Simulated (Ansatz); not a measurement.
What uniaxial strain ε_zz = +1.50 % does to Y

Base system: Y in the hcp (Mg type) structure (space group P6_3/mmc, No. 194; a = 3.5943 Å, c = 5.6099 Å; relaxed with 0.1 eV smearing). Axes: x lies along a and z along c of the hexagonal cell.

It is then changed as follows: uniaxial strain ε_zz = +1.50 %, all other strain components held at zero; the atoms relax in the strained cell.

Computed with PBEsol (Ansatz, an electronic-structure program; PAW; 420 eV plane waves; spin-orbit coupling left out). k-mesh 18×18×11 (Γ-centred); smearing 0.1 eV (Fermi–Dirac).

| quantity | base | changed | shift |
|---|---|---|---|
| volume per atom | 31.38 Å³ | 31.85 Å³ | +0.47 Å³ |
| space group | P6_3/mmc (No. 194) | P6_3/mmc (No. 194) | – |
| energy relative to the base (free energy F) | 0 meV/atom | +1.8 meV/atom | +1.8 meV/atom |
| pressure (mean of the normal stresses, compression positive) | 0.0 GPa | -0.6 GPa | -0.6 GPa |
| band gap | zero | zero | – |
| stress (xx, yy, zz, yz, xz, xy; compression positive) | – | (-0.3, -0.3, -1.2, 0.0, 0.0, 0.0) GPa | – |

Whether these cells are dynamically stable was not tested. All final runs are without spin polarisation.
